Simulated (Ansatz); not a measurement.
TiSi2, response to strain

Start from TiSi$_{2}$ (space group Fddd, No. 70).

```
CELL_PARAMETERS angstrom
      0.00000     4.09011     4.24993
      2.38008     0.00000     4.24993
      2.38008     4.09011     0.00000
ATOMIC_POSITIONS crystal
  Si 0.66372 0.33628 0.66372
  Si 0.33628 0.66372 0.33628
  Si 0.58628 0.91372 0.58628
  Si 0.91372 0.58628 0.91372
  Ti 0.00000 0.00000 0.00000
  Ti 0.25000 0.25000 0.25000
```

Cartesian axes are those of the cell as printed.

Strains are applied to the cell and any free atomic positions relax.

Levels (all Ansatz, a program for electronic structure, PAW): PBEsol (420 eV, no spin-orbit coupling); r2SCAN (500 eV, spin-orbit coupling left out).

Pressures by level, all at the geometries relaxed with PBEsol:

```json
[
 {"case": "base", "PBEsol": "0.0 GPa", "r2SCAN": "1.8 GPa"},
 {"case": "tensor shear ε_xz = −0.97 %", "PBEsol": "0.0 GPa", "r2SCAN": "1.8 GPa"},
 {"case": "tensor shear ε_xy = −1.95 %", "PBEsol": "0.2 GPa", "r2SCAN": "2.0 GPa"},
 {"case": "strain tensor (xx, yy, zz, yz, xz, xy) = (+0.02, +1.02, +0.57, +0.17, +2.14, +1.25) %", "PBEsol": "-2.1 GPa", "r2SCAN": "-0.3 GPa"}
]
```

Single points use the geometry relaxed with PBEsol. Their cutoffs differ, which shifts pressures a little. No phonon test of stability was made. All final runs are without spin polarisation.
